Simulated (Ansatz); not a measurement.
Consider InSb in the zinc blende structure (space group F-43m, No. 216; a = 6.519 Å). Axes: x, y, z lie along the cube axes.

Calculations: DFT with PBEsol, PAW potentials and a 420 eV plane-wave cutoff in Ansatz (an electronic-structure program), scalar-relativistic without spin-orbit coupling.

Strains are applied to the cell and any free atomic positions relax.

One change was made to it. Results:

```tsv
quantity	base	after
pressure (mean of the normal stresses, compression positive)	0.0 GPa	-0.9 GPa
energy relative to the base (free energy F)	0 meV/atom	+7.1 meV/atom
```

Question: What was done to the base?
A) uniaxial strain ε_yy = +1.68 %
B) strain tensor (xx, yy, zz, yz, xz, xy) = (+0.06, +1.76, +0.48, +1.89, +0.28, +0.30) %
C) tensor shear ε_xy = +0.44 %

Answer: B, strain tensor (xx, yy, zz, yz, xz, xy) = (+0.06, +1.76, +0.48, +1.89, +0.28, +0.30) %. For comparison, the energy relative to the base in the other runs: tensor shear ε_xy = +0.44 % gives +0.2 meV/atom; uniaxial strain ε_yy = +1.68 % gives +1.9 meV/atom.

Stability against distortions was not tested. All final runs are without spin polarisation.
